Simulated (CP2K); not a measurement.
Worked example: self-consistent single point of SiO2 (P4_2/mnm, 6 atoms in the cell) in CP2K.

Method: PBE, GPW, DZVP-MOLOPT-SR-GTH basis, GTH-PBE potentials (GTH_POTENTIALS) (CP2K).

The change in words: lattice scaled by 0.98. Reference geometry:
```
CELL_PARAMETERS angstrom
      4.29286     0.00000     0.00000
      0.00000     4.29286     0.00000
      0.00000     0.00000     2.73147
ATOMIC_POSITIONS crystal
  Si 0.50000 0.50000 0.50000
  Si 0.00000 0.00000 0.00000
  O  0.69316 0.69316 0.00000
  O  0.30684 0.30684 0.00000
  O  0.80684 0.19316 0.50000
  O  0.19316 0.80684 0.50000
```

Reference input (self-consistent single point, DFT PBE, GPW, DZVP-MOLOPT-SR-GTH basis, GTH-PBE potentials (GTH_POTENTIALS)): CUTOFF = 450 Ry; REL_CUTOFF = 60 Ry; KPOINTS/SCHEME = MONKHORST-PACK 8 8 12; GAMMA_CENTERED = T; XC_FUNCTIONAL = PBE; Si/BASIS_SET = DZVP-MOLOPT-SR-GTH; Si/POTENTIAL = GTH-PBE-q4; O/BASIS_SET = DZVP-MOLOPT-SR-GTH; O/POTENTIAL = GTH-PBE-q6; METHOD = GPW; EPS_DEFAULT = 1e-10; NGRIDS = 4. This run's input differs from it in these lines:

```diff
@@ -60,5 +60,5 @@
     &CELL
-      A 4.29285800 0.00000000 0.00000000
-      B 0.00000000 4.29285800 0.00000000
-      C 0.00000000 0.00000000 2.73146800
+      A 4.20700100 0.00000000 0.00000000
+      B 0.00000000 4.20700100 0.00000000
+      C 0.00000000 0.00000000 2.67683900
       PERIODIC XYZ
@@ -66,8 +66,8 @@
     &COORD
-      Si       2.14642900     2.14642900     1.36573400
+      Si       2.10350050     2.10350050     1.33841950
       Si       0.00000000     0.00000000     0.00000000
-      O        2.97563745     2.97563745     0.00000000
-      O        1.31722055     1.31722055     0.00000000
-      O        3.46364955     0.82920845     1.36573400
-      O        0.82920845     3.46364955     1.36573400
+      O        2.91612481     2.91612481     0.00000000
+      O        1.29087619     1.29087619     0.00000000
+      O        3.39437669     0.81262431     1.33841950
+      O        0.81262431     3.39437669     1.33841950
     &END COORD
```

Log, with long lists cut:

```
 SCF WAVEFUNCTION OPTIMIZATION

  Step     Update method      Time    Convergence         Total energy    Change
     1 NoMix/Diag. 0.30E+00      -     1.64874803       -72.9795175133 -7.30E+01
     2 Broy./Diag. 0.30E+00      -     0.10747192       -66.5386361698  6.44E+00
     3 Broy./Diag. 0.30E+00      -     0.14120433       -70.3768519670 -3.84E+00
     4 Broy./Diag. 0.30E+00      -     0.01518713       -72.6115171219 -2.23E+00
     5 Broy./Diag. 0.30E+00      -     0.01202192       -72.2731371429  3.38E-01
     6 Broy./Diag. 0.30E+00      -     0.00248672       -72.3155228059 -4.24E-02
   [... 4 lines left out ...]
    11 Broy./Diag. 0.30E+00      -     0.00000650       -72.2859328367  1.57E-04
    12 Broy./Diag. 0.30E+00      -     0.00000923       -72.2860442620 -1.11E-04
    13 Broy./Diag. 0.30E+00      -     0.00000119       -72.2860572103 -1.29E-05
    14 Broy./Diag. 0.30E+00      -     0.00000056       -72.2860591869 -1.98E-06
  *** SCF run converged in    14 steps ***

  Overlap energy of the core charge distribution:               0.00000000223651
  Self energy of the core charge distribution:               -186.62081317227754
  Core Hamiltonian energy:                                     53.21158165334327
  Hartree energy:                                              78.16906613467869
  Exchange-correlation energy:                                -17.04589380486046

  Total energy:                                               -72.28605918687953

 ENERGY| Total FORCE_EVAL ( QS ) energy [hartree]            -72.286056963539735

 FORCES| Atomic forces [hartree/bohr]
 FORCES|   Atom     x               y               z               |f|
 FORCES|      1  4.55995621E-08  1.47782317E-08 -2.29431896E-11   4.79345045E-08
   [... lines left out ...]

 STRESS| Analytical stress tensor [bar]
 STRESS|                        x                   y                   z
 STRESS|      x        5.07769841061E+04   1.20725979156E-01  -5.31268968943E-06
 STRESS|      y        1.20725979156E-01   5.07770796521E+04  -3.99264814017E-06
 STRESS|      z       -5.31268968943E-06  -3.99264814017E-06   7.95146320698E+04
 STRESS| 1/3 Trace                                             6.03562319427E+04
```

The run converged in 14 iterations. Against the reference run the free energy goes down by 8.4 meV/atom, the pressure goes from -11.03 to 6.04 GPa, the largest force goes from 0.289 to 0.055 eV/Å and the gap on the mesh goes from 4.239 to 5.276 eV.

The starting cell comes from a database of computed structures (which also holds hypothetical and non-ambient phases and stackings), without a prior relaxation at this level. Its lattice was rescaled by a random factor within 2.5 % of one. For this run, on top of that: lattice scaled by 0.98. Values carry the incompleteness of an atom-centred basis. With a pressure of about 6 GPa the cell is away from its equilibrium volume at this level.

Cost on one core of a shared machine: roughly 2 min.
